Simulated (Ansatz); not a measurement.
Base system: Zr in the hcp (Mg type) structure (space group P6_3/mmc, No. 194; a = 3.230 Å, c = 5.179 Å; relaxed with 0.1 eV smearing).

Calculations: PBE, PAW, 420 eV (Ansatz, an electronic-structure program; no spin-orbit coupling).

Strains are applied to the cell and any free atomic positions relax.

One change was made to it. Results:

| quantity | base | after |
|---|---|---|
| band gap | zero | zero |
| pressure (mean of the normal stresses, compression positive) | 0.0 GPa | 1.4 GPa |
| energy relative to the base (free energy F) | 0 meV/atom | +1.5 meV/atom |

Question: Which change produced these results?
(A) isotropic strain −2.50 %
(B) isotropic strain +1.00 %
(C) isotropic strain −0.50 %

Answer: C, isotropic strain −0.50 %. For comparison, the energy relative to the base in the other runs: isotropic strain −2.50 % gives +41 meV/atom; isotropic strain +1.00 % gives +6.0 meV/atom.

Stability against distortions was not tested. All final runs are without spin polarisation.
